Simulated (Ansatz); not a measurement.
## GaSb (I-4m2, No. 119, 2 atoms in the cell; start mp-1224785; a measured phase of this formula has another space group)

Calculation: r²SCAN+rVV10 (Ansatz, a quantum-chemistry and plane-wave program, PAW).

Run with plane-wave cutoff 560 eV, 20×20×20 k mesh, Fermi–Dirac smearing 0.05 eV, scalar-relativistic PAW data made under PBE.

Cell (relaxed at this level):

GaSb has the tetragonal space group I-4m2 (No. 119), Pearson symbol tI4. Conventional cell: a = 5.4444 Å, b = 5.4444 Å, c = 3.1164 Å, α = 90.00°, β = 90.00°, γ = 90.00°. Ga on 2d has 4 Sb at 2.832 Å. Sb on 2a has 4 Ga at 2.832 Å and 2 Sb at 3.116 Å. (Neighbours: up to the widest gap in distance over summed covalent radii, below 1.35, at either atom; cation-cation and far metal-metal contacts left out.)
(The calculation used a cell of 2 atoms; values per cell refer to that cell.)

```json
{
  "band_gap": "none"
}
```

Note: the relaxation could not lower the start's symmetry, so the cell can be a saddle point above a distorted one.

Spin–orbit coupling is not included; it can open a gap where bands touch, and shift volumes and moduli.

It cost around 23 core-minutes (rough) of CPU time.

A start named mp-… is a Materials Project structure, which need not be a measured phase.
